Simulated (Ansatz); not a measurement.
# Hypothetical I4_132 P: response to strain

The reference is P (space group I4_132, No. 214; a hypothetical phase, not in the database extracts checked; relaxed with 0.1 eV smearing).

```xyz
4
Lattice="-3.0207 3.0207 3.0207 3.0207 -3.0207 3.0207 3.0207 3.0207 -3.0207" Properties=species:S:1:pos:R:3 pbc="T T T"
P      2.2655     0.7552    -0.7552
P      0.7552    -0.7552     2.2655
P     -0.7552     2.2655     0.7552
P      0.7552     0.7552     0.7552
```

Cartesian axes are those of the cell as printed.

Strains are applied to the cell and any free atomic positions relax; under stress the whole cell relaxes.

All numbers come from Ansatz (a quantum-chemistry and plane-wave program), PBEsol, PAW, cutoff 420 eV, no SOC.

Notes on the quantities. energy relative to the base: free energy F.

```json
[
 {"case": "base", "energy relative to the base": "0 meV/atom", "volume per atom": "27.56 Å³", "pressure": "0.0 GPa"},
 {"case": "isotropic strain +1.33 %", "energy relative to the base": "+5.1 meV/atom", "volume per atom": "28.68 Å³", "pressure": "-1.4 GPa"},
 {"case": "uniaxial strain ε_xx = −3.10 %", "energy relative to the base": "+3.6 meV/atom", "volume per atom": "26.71 Å³", "pressure": "1.4 GPa"},
 {"case": "uniaxial strain ε_yy = +1.98 %", "energy relative to the base": "+1.4 meV/atom", "volume per atom": "28.11 Å³", "pressure": "-0.7 GPa"},
 {"case": "uniaxial strain ε_zz = −2.64 %", "energy relative to the base": "+2.6 meV/atom", "volume per atom": "26.84 Å³", "pressure": "1.2 GPa"},
 {"case": "uniaxial stress, 5 GPa tension along x", "energy relative to the base": "-0.658 eV/atom", "volume per atom": "14.40 Å³", "pressure": "–"},
 {"case": "tensor shear ε_xz = −0.61 %", "energy relative to the base": "+0.1 meV/atom", "volume per atom": "27.56 Å³", "pressure": "0.0 GPa"}
]
```

Beyond what the load breaks, stability against distortions was not tested. Under uniaxial stress, 5 GPa tension along x the cell changed shape so far that it is another structure.
